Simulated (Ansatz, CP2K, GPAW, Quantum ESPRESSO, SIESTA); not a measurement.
**One structure in several programs: CaC2 (P1, 6 atoms in the cell)**

Self-consistent single point, at a second geometry (atoms moved at random). First geometry:

```xyz
6
Lattice="3.8762 0.0000 0.0000 1.8496 3.5393 0.0000 0.4118 1.0069 7.2199" Properties=species:S:1:pos:R:3 pbc="T T T"
Ca     2.9979     4.2284     5.4328
Ca     3.1398     0.3179     1.7872
C      1.2751     1.4781     0.4344
C      4.8626     3.0682     6.7856
C      3.0893     2.6824     3.1332
C      3.0484     1.8639     4.0868
```

Second geometry:
```xyz
6
Lattice="3.8762 0.0000 0.0000 1.8496 3.5393 0.0000 0.4118 1.0069 7.2199" Properties=species:S:1:pos:R:3 pbc="T T T"
Ca     2.9882     4.2985     5.5011
Ca     3.0907     0.2884     1.8112
C      1.2691     1.4328     0.4301
C      4.9029     3.0902     6.8439
C      3.1122     2.6844     3.0943
C      3.0499     1.8446     3.9792
```

Shared settings, as Ansatz (an electronic-structure program) writes them: kpoints.mp_grid.grid = 7 6 3; scf.occupations.method = fixed. Potentials and cutoffs stand in the table.

```json
[
 {"code": "CP2K", "model": "LDA (Pade form), GPW, DZVP-MOLOPT-SR-GTH basis, GTH-PADE potentials (GTH_POTENTIALS)", "ΔF from the first geometry (meV/atom)": "24.8", "pressure (GPa)": "-2.13", "largest force (eV/Å)": "3.111", "gap on the mesh (eV)": "2.441", "cutoff": "grid 500 Ry"},
 {"code": "SIESTA", "model": "LDA PW92, numerical atomic orbitals DZP, PseudoDojo LDA standard norm-conserving potentials (rewritten from UPF to PSML)", "ΔF from the first geometry (meV/atom)": "53.6", "pressure (GPa)": "5.62", "largest force (eV/Å)": "5.428", "gap on the mesh (eV)": "3.612", "cutoff": "grid 300 Ry"},
 {"code": "Ansatz", "model": "LDA (PW92), default PAW files made with PBE", "ΔF from the first geometry (meV/atom)": "23.5", "pressure (GPa)": "-2.13", "largest force (eV/Å)": "2.939", "gap on the mesh (eV)": "2.493", "cutoff": "default"},
 {"code": "GPAW", "model": "LDA (Perdew-Wang 92), GPAW PAW datasets LDA (gpaw-data 1.0.1)", "ΔF from the first geometry (meV/atom)": "24.1", "pressure (GPa)": "–", "largest force (eV/Å)": "3.000", "gap on the mesh (eV)": "2.503", "cutoff": "900 eV"},
 {"code": "Quantum ESPRESSO", "model": "LDA (PZ), GBRV 1.5 ultrasoft (LDA) pseudopotentials", "ΔF from the first geometry (meV/atom)": "25.6", "pressure (GPa)": "-1.71", "largest force (eV/Å)": "3.168", "gap on the mesh (eV)": "2.504", "cutoff": "40 Ry"}
]
```

Size of the force on each atom (eV/Å): Sizes of forces hide their directions.

| code | Ca1 | Ca2 | C3 | C4 | C5 | C6 |
|---|---|---|---|---|---|---|
| CP2K | 0.487 | 0.086 | 2.427 | 2.713 | 2.644 | 3.111 |
| SIESTA | 0.618 | 0.564 | 4.606 | 5.008 | 4.781 | 5.428 |
| Ansatz | 0.449 | 0.145 | 2.321 | 2.615 | 2.472 | 2.939 |
| GPAW | 0.452 | 0.160 | 2.370 | 2.669 | 2.524 | 3.000 |
| Quantum ESPRESSO | 0.451 | 0.141 | 2.544 | 2.837 | 2.701 | 3.168 |

A dash marks a value that a program does not give, or that is left out as unsure.

Gaps are read on the mesh.

The spread over the programs that give each value: ΔF from the first geometry within 30.1 meV/atom; pressure within 7.75 GPa; largest force within 2.489 eV/Å; gap on the mesh within 1.171 eV.

CP2K and SIESTA use small atom-centred bases, whose incompleteness enters pressures, forces and empty levels differently from a plane-wave cutoff. Ansatz's pressure is given at a fixed set of plane waves, as the other plane-wave codes print theirs; with its correction for the finite basis it is -1.86 GPa (the shift of 0.27 GPa shows how far the cutoff is from converged). The pressure of GPAW is left out: its cutoff lies under the one at which its stress was checked. The same LDA comes in different parametrisations, which differ slightly. In the pressure, SIESTA (by 7.54) lies more than 1 GPa from the median of the plane-wave programs. In the gap, SIESTA (by 1.109) lies more than 0.12 eV from the median of the plane-wave programs. In the force vectors, CP2K (by 0.125), SIESTA (by 2.435) and Quantum ESPRESSO (by 0.178) lie more than 0.08 eV/Å from the median of the plane-wave programs.

The starting cell comes from a database of computed structures (which also holds hypothetical and non-ambient phases and stackings), without a prior relaxation at this level. Its lattice was rescaled by a random factor within 2.5 % of one. For this run, on top of that: atoms moved at random.

Keys are those of Ansatz 0.2.
